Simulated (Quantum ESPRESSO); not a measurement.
Quantum ESPRESSO run on Be3Rh (P6_3/mmc, 8 atoms in the cell): self-consistent single point.

Computed with PBEsol, SSSP 1.1.2 efficiency (PBE) pseudopotentials (plane waves; Quantum ESPRESSO).

```xyz
8
Lattice="4.7988 0.0000 0.0000 -2.3994 4.1559 0.0000 0.0000 0.0000 3.7355" Properties=species:S:1:pos:R:3 pbc="T T T"
Be     0.0000     1.3312     0.9339
Be     2.3994     2.8247     2.8016
Be     3.6460     0.6656     2.8016
Be    -1.2466     3.4903     0.9339
Be     1.2466     3.4903     0.9339
Be     1.1528     0.6656     2.8016
Rh     0.0000     2.7706     2.8016
Rh     2.3994     1.3853     0.9339
```

Reference input (self-consistent single point, DFT, LDA (PZ), plane waves, GBRV 1.5 ultrasoft (LDA) pseudopotentials): ecutwfc = 40 Ry; ecutrho = 320 Ry; occupations = smearing; smearing = fermi-dirac; degauss = 0.0073499 Ry; potentials = {Be: be_lda_v1.4.uspp.F.UPF, Rh: rh_lda_v1.4.uspp.F.UPF}; K_POINTS = automatic 11 11 12 0 0 0; conv_thr = 1e-10 Ry; mixing_beta = 0.7. This run's input differs from it in these lines:

```diff
@@ -12,4 +12,4 @@
  ntyp = 2
- ecutwfc = 40
- ecutrho = 320
+ ecutwfc = 60
+ ecutrho = 480
  occupations = 'smearing'
@@ -17,2 +17,3 @@
  degauss = 0.0073499
+ input_dft = 'pbesol'
 /
@@ -23,4 +24,4 @@
 ATOMIC_SPECIES
-Be     9.0122  be_lda_v1.4.uspp.F.UPF
-Rh   102.9055  rh_lda_v1.4.uspp.F.UPF
+Be     9.0122  be_pbe_v1.4.uspp.F.UPF
+Rh   102.9055  Rh_ONCV_PBE-1.0.oncvpsp.upf
 ATOMIC_POSITIONS crystal
```

Output (repeated stretches shortened):

```
     Self-consistent Calculation

     iteration #  1     ecut=    60.00 Ry     beta= 0.70

     Threshold (ethr) on eigenvalues was too large:
     Diagonalizing with lowered threshold

     total energy              =    -602.52108750 Ry
     estimated scf accuracy    <       0.03074475 Ry

     iteration #  2     ecut=    60.00 Ry     beta= 0.70

     total energy              =    -602.51879703 Ry
     estimated scf accuracy    <       0.02465334 Ry

     iteration #  3     ecut=    60.00 Ry     beta= 0.70

     total energy              =    -602.52510843 Ry
     estimated scf accuracy    <       0.01387512 Ry

   [... 3 blocks of this kind left out ...]

     iteration #  7     ecut=    60.00 Ry     beta= 0.70

     total energy              =    -602.52730346 Ry
     estimated scf accuracy    <          2.3E-09 Ry

     iteration #  8     ecut=    60.00 Ry     beta= 0.70
     End of self-consistent calculation

     Number of k-points >= 100: set verbosity='high' to print the bands.

     the Fermi energy is    13.9467 ev

!    total energy              =    -602.52730347 Ry
     estimated scf accuracy    <          9.9E-11 Ry
     smearing contrib. (-TS)   =      -0.00558781 Ry
     internal energy E=F+TS    =    -602.52171565 Ry

     convergence has been achieved in   8 iterations

     Forces acting on atoms (cartesian axes, Ry/au):

     atom    1 type  1   force =     0.00000000    0.00275923    0.00000000
     atom    2 type  1   force =     0.00000000   -0.00275923   -0.00000000
     atom    3 type  1   force =    -0.00238956    0.00137961    0.00000000
     atom    4 type  1   force =     0.00238956   -0.00137961   -0.00000000
   [... lines left out ...]

     Total force =     0.006759     Total SCF correction =     0.000001

          total   stress  (Ry/bohr**3)                   (kbar)     P=      -12.56
  -0.00009425   0.00000000   0.00000000          -13.86        0.00        0.00
   0.00000000  -0.00009425  -0.00000000            0.00      -13.86       -0.00
   0.00000000   0.00000000  -0.00006759            0.00        0.00       -9.94

   JOB DONE.
```

The run converged in 8 iterations. Against the reference run the pressure goes from -7.27 to -1.26 GPa and the largest force goes from 0.083 to 0.071 eV/Å.

The starting cell comes from a database of computed structures (which also holds hypothetical and non-ambient phases and stackings), without a prior relaxation at this level. Its lattice was rescaled by a random factor within 2.5 % of one. Spin polarisation is off.

Cost on one core of a shared machine: roughly 3 min.
